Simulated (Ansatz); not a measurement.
System: C (model structure, P6₁22, No. 178, 6 atoms in the cell). Method: LDA in Ansatz (PAW).

The input as run:

Ansatz 0.2 input:
```yaml
crystal:
  lattice:
    - [3.535401254, -0.0000002861, 0.0]
    - [-1.7677003792, 3.0617474416, 0.0]
    - [0.0, 0.0, 3.335980536]
  atoms:
    - { symbol: C, position: [0.2323162622, 0.4646325244, 0.25] }
    - { symbol: C, position: [0.5353674756, 0.7676837378, 0.5833333333] }
    - { symbol: C, position: [0.2323162622, 0.7676837378, 0.9166666667] }
    - { symbol: C, position: [0.7676837378, 0.5353674756, 0.75] }
    - { symbol: C, position: [0.4646325244, 0.2323162622, 0.0833333333] }
    - { symbol: C, position: [0.7676837378, 0.2323162622, 0.4166666667] }
basis:
  ecutwfc: 520
  ecutrho_ratio: 4
  xc_grid: 2
kpoints:
  mp_grid: { grid: [12, 12, 10] }
  band_path:
    path:
      - [0.0, 0.0, 0.0]
      - [0.05, 0.0, 0.0]
      - [0.1, 0.0, 0.0]
      - [0.15, 0.0, 0.0]
      - [0.2, 0.0, 0.0]
      - [0.25, 0.0, 0.0]
      - [0.3, 0.0, 0.0]
      - [0.35, 0.0, 0.0]
      - [0.4, 0.0, 0.0]
      - [0.45, 0.0, 0.0]
      - [0.5, 0.0, 0.0]
      - [0.466667, 0.066667, 0.0]
      - [0.433333, 0.133333, 0.0]
      - [0.4, 0.2, 0.0]
      - [0.366667, 0.266667, 0.0]
      - [0.333333, 0.333333, 0.0]
      - [0.305556, 0.305556, 0.0]
      - [0.277778, 0.277778, 0.0]
      - [0.25, 0.25, 0.0]
      - [0.222222, 0.222222, 0.0]
      - [0.194444, 0.194444, 0.0]
      - [0.166667, 0.166667, 0.0]
      - [0.138889, 0.138889, 0.0]
      - [0.111111, 0.111111, 0.0]
      - [0.083333, 0.083333, 0.0]
      - [0.055556, 0.055556, 0.0]
      - [0.027778, 0.027778, 0.0]
      - [0.0, 0.0, 0.055556]
      - [0.0, 0.0, 0.111111]
      - [0.0, 0.0, 0.166667]
      - [0.0, 0.0, 0.222222]
      - [0.0, 0.0, 0.277778]
      - [0.0, 0.0, 0.333333]
      - [0.0, 0.0, 0.388889]
      - [0.0, 0.0, 0.444444]
      - [0.0, 0.0, 0.5]
      - [0.05, 0.0, 0.5]
      - [0.1, 0.0, 0.5]
      - [0.15, 0.0, 0.5]
      - [0.2, 0.0, 0.5]
      - [0.25, 0.0, 0.5]
      - [0.3, 0.0, 0.5]
      - [0.35, 0.0, 0.5]
      - [0.4, 0.0, 0.5]
      - [0.45, 0.0, 0.5]
      - [0.5, 0.0, 0.5]
      - [0.466667, 0.066667, 0.5]
      - [0.433333, 0.133333, 0.5]
      - [0.4, 0.2, 0.5]
      - [0.366667, 0.266667, 0.5]
      - [0.333333, 0.333333, 0.5]
      - [0.305556, 0.305556, 0.5]
      - [0.277778, 0.277778, 0.5]
      - [0.25, 0.25, 0.5]
      - [0.222222, 0.222222, 0.5]
      - [0.194444, 0.194444, 0.5]
      - [0.166667, 0.166667, 0.5]
      - [0.138889, 0.138889, 0.5]
      - [0.111111, 0.111111, 0.5]
      - [0.083333, 0.083333, 0.5]
      - [0.055556, 0.055556, 0.5]
      - [0.027778, 0.027778, 0.5]
      - [0.5, 0.0, 0.444444]
      - [0.5, 0.0, 0.388889]
      - [0.5, 0.0, 0.333333]
      - [0.5, 0.0, 0.277778]
      - [0.5, 0.0, 0.222222]
      - [0.5, 0.0, 0.166667]
      - [0.5, 0.0, 0.111111]
      - [0.5, 0.0, 0.055556]
      - [0.333333, 0.333333, 0.444444]
      - [0.333333, 0.333333, 0.388889]
      - [0.333333, 0.333333, 0.333333]
      - [0.333333, 0.333333, 0.277778]
      - [0.333333, 0.333333, 0.222222]
      - [0.333333, 0.333333, 0.166667]
      - [0.333333, 0.333333, 0.111111]
      - [0.333333, 0.333333, 0.055556]
    npoints: 1
hamiltonian:
  xc: lda
  dispersion: none
  pseudopotentials: { kind: paw }
scf:
  occupations: { method: fermi_dirac, width: 0.01 }
  convergence: { dr2_threshold: 0.0000000006 }
output:
  forces: true
  stress: true
  eigenvalues: true
  write_bands: true
```

Output (set-up and result lines):

```
Crystal: 6 atoms, lattice volume = 36.110 Å³
Basis set: ecut = 520 eV, 961 PW (Γ), exchange–correlation on 54×54×50 points (8 copies of the dense FFT grid, shifted against one another)
Bands: 18, of which v1, the nominal top of the filled ones, is band 12 counted from 1 (11 counted from 0)
Symmetry: 12 space group operations
Space group: P6122 (ITA 178), of the structure as read, at distance tolerance 3.3e-5 Å
k-points: 114 of 1440 (time reversal used)
Functional: x = slater, c = lda
SCF iter   1: F=—  HF=-1457.118760 eV  |F-HF|=—  |Δ(HF+E_count)|=         —  Δρ=1.04e-2  dr2=1.99e-2
SCF iter   2: F=—  HF=-1457.112801 eV  |F-HF|=—  |Δ(HF+E_count)|=   5.96e-3  Δρ=4.53e-3  dr2=2.80e-3
  ...
SCF iter   5: F=—  HF=-1457.112104 eV  |F-HF|=—  |Δ(HF+E_count)|=   1.68e-6  Δρ=8.94e-6  dr2=8.15e-9
SCF iter   6: F=-1457.112104 eV  HF=-1457.112104 eV  |F-HF|=2.05e-12  |Δ(HF+E_count)|=  7.50e-11  Δρ=6.87e-7  dr2=4.22e-11
SCF 1 converged in 6 iterations: F = -1457.112104 eV  dr2 = 4.22e-11
SCF converged after 6 iterations
Free energy (F): -1457.112104 eV
Internal energy: -1457.112104 eV  (E = F + TS)
E sigma→0 (E₀):  -1457.112104 eV
Fermi energy:    12.114534 eV
--- Forces (eV/Å), atoms counted from 1 ---
  atom   1  C     -0.00000000    -0.00180904    -0.00000000
  atom   2  C      0.00156667     0.00090452     0.00000000
  atom   3  C     -0.00156667     0.00090452     0.00000000
  atom   4  C      0.00000000     0.00180904    -0.00000000
  atom   5  C     -0.00156667    -0.00090452     0.00000000
  atom   6  C      0.00156667    -0.00090452     0.00000000
--- Stress (GPa, compression-positive) ---
        0.003801       0.000000      -0.000000
        0.000000       0.003801       0.000000
       -0.000000      -0.000000       0.018619
  P = ⅓ Tr σ = 0.0087 GPa (0.087 kbar)
```

The PAW data were made under PBE.

Note: the relaxation could raise the start's symmetry but not lower it, so the cell can be a saddle point.

A model structure was made by putting elements into a prototype or built by hand; it is no filed structure, need not be a known phase, and can be a saddle point held by its symmetry.

Ansatz is an electronic-structure program.
